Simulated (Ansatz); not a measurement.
Response to strain in hypothetical P-3m1 Cd3N2

Take Cd$_{3}$N$_{2}$ (space group P-3m1, No. 164; a hypothetical phase, not in the database extracts checked) as the base.

```xyz
5
Lattice="3.7074 0.0000 0.0000 -1.8537 3.2107 0.0000 0.0000 0.0000 6.5991" Properties=species:S:1:pos:R:3 pbc="T T T"
N      0.0000     2.1405     1.4586
N      1.8537     1.0702     5.1404
Cd     0.0000     0.0000     0.0000
Cd     0.0000     2.1405     4.3512
Cd     1.8537     1.0702     2.2479
```

Cartesian axes are those of the cell as printed.

Strains are applied to the cell and any free atomic positions relax.

Computed with Ansatz (a quantum-chemistry and plane-wave program), PBE, PAW, cutoff 420 eV, without spin-orbit coupling.

Notes on the quantities. energy relative to the base: free energy F; pressure: mean of the normal stresses, compression positive.

```json
[
 {"variant": "base", "energy relative to the base": "0 meV/atom", "largest internal atomic displacement": "–", "volume per atom": "15.71 Å³", "pressure": "0.0 GPa"},
 {"variant": "isotropic strain +1.52 %", "energy relative to the base": "(withheld)", "largest internal atomic displacement": "0.024 Å", "volume per atom": "16.44 Å³", "pressure": "-3.6 GPa"},
 {"variant": "isotropic strain +1.54 %", "energy relative to the base": "+8.9 meV/atom", "largest internal atomic displacement": "0.024 Å", "volume per atom": "16.45 Å³", "pressure": "-3.7 GPa"},
 {"variant": "tensor shear ε_yz = +0.89 %", "energy relative to the base": "+0.2 meV/atom", "largest internal atomic displacement": "(withheld)", "volume per atom": "15.71 Å³", "pressure": "0.0 GPa"}
]
```

Q: Some entries are withheld; estimate them.

A: 
- isotropic strain +1.52 %, energy relative to the base: +8.7 meV/atom
- tensor shear ε_yz = +0.89 %, largest internal atomic displacement: 0.025 Å

Whether these cells are dynamically stable was not tested. The final runs are not spin-polarised.
